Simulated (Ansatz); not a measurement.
A hypothetical phase is included: elements placed on a structure type, which no database files for this compound.

Evanescent states of GaN (Pm-3n, 12 atoms a cell, 14.2 Å³ an atom, -2 GPa at this level) along the normal of (001)

The numbers are results of r2SCAN (plane waves, PAW; Ansatz, a quantum-chemistry and plane-wave program), not measurements.

No gap correction and no spin-orbit coupling; mid-gap is the computed energy nearest the middle.

Energies count from the valence-band top; κ is the least over a 6×6 mesh across the current.

```json
[
 {"E (eV)": "0.05", "κ (1/Å)": "0.046", "where": "Γ"},
 {"E (eV)": "0.15", "κ (1/Å)": "0.077", "where": "Γ"},
 {"E (eV)": "0.25", "κ (1/Å)": "0.097", "where": "Γ"},
 {"E (eV)": "0.35", "κ (1/Å)": "0.112", "where": "Γ"},
 {"E (eV)": "0.45", "κ (1/Å)": "(withheld)", "where": "Γ"},
 {"E (eV)": "0.55", "κ (1/Å)": "(withheld)", "where": "Γ"},
 {"E (eV)": "0.65", "κ (1/Å)": "(withheld)", "where": "Γ"},
 {"E (eV)": "0.75", "κ (1/Å)": "(withheld)", "where": "Γ"},
 {"E (eV)": "0.85", "κ (1/Å)": "(withheld)", "where": "Γ"},
 {"E (eV)": "0.95", "κ (1/Å)": "(withheld)", "where": "Γ"},
 {"E (eV)": "1.05", "κ (1/Å)": "(withheld)", "where": "Γ"},
 {"E (eV)": "1.15", "κ (1/Å)": "(withheld)", "where": "Γ"},
 {"E (eV)": "1.25", "κ (1/Å)": "(withheld)", "where": "Γ"},
 {"E (eV)": "1.35", "κ (1/Å)": "(withheld)", "where": "Γ"},
 {"E (eV)": "1.45", "κ (1/Å)": "0.123", "where": "Γ"},
 {"E (eV)": "1.55", "κ (1/Å)": "0.108", "where": "Γ"},
 {"E (eV)": "1.65", "κ (1/Å)": "0.087", "where": "Γ"},
 {"E (eV)": "1.75", "κ (1/Å)": "0.053", "where": "Γ"}
]
```

### Question
What belongs in the gaps?

### Answer

- 0.45, κ (1/Å): 0.124
- 0.55, κ (1/Å): 0.133
- 0.65, κ (1/Å): 0.140
- 0.75, κ (1/Å): 0.145
- 0.85, κ (1/Å): 0.148
- 0.95, κ (1/Å): 0.149
- 1.05, κ (1/Å): 0.149
- 1.15, κ (1/Å): 0.146
- 1.25, κ (1/Å): 0.141
- 1.35, κ (1/Å): 0.134
